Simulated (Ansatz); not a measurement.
The parent structure is AlN in the zinc blende structure (space group F-43m, No. 216; a = 4.370 Å).

The values are results of Ansatz (an electronic-structure program) r2SCAN, spin-orbit coupling left out, not measurements.

One change was made to it. Results:

```csv
quantity,base,after
density,3.26 g/cm³,3.33 g/cm³
electron mass,"0.51 mₑ along k, 0.33 mₑ across (at X)","0.51 mₑ along k, 0.33 mₑ across (at X)"
```

Task: Which change produced these results?
A. pressure 0.9 GPa
B. pressure 9 GPa
C. pressure 30 GPa
D. pressure 22.5 GPa
E. pressure 4.5 GPa

Result: E, pressure 4.5 GPa. For comparison, the density in the other runs: pressure 22.5 GPa gives 3.57 g/cm³; pressure 0.9 GPa gives 3.28 g/cm³; pressure 9 GPa gives 3.39 g/cm³; pressure 30 GPa gives 3.66 g/cm³.

The levels and masses belong to the bands next to the band gap. Load acts through the strain it causes; cell and atoms are relaxed under it. Masses are band curvatures over ±0.01 Å⁻¹ around the edge. Along k means along the line from Γ to the band edge. Stability against distortions was not tested. Tetrahedral semiconductors of this kind turn to denser phases somewhere between about 1 and 50 GPa; those were not computed, so compressed cells here can lie past the real transition. This is not the structure that AlN has at room temperature and ambient pressure.
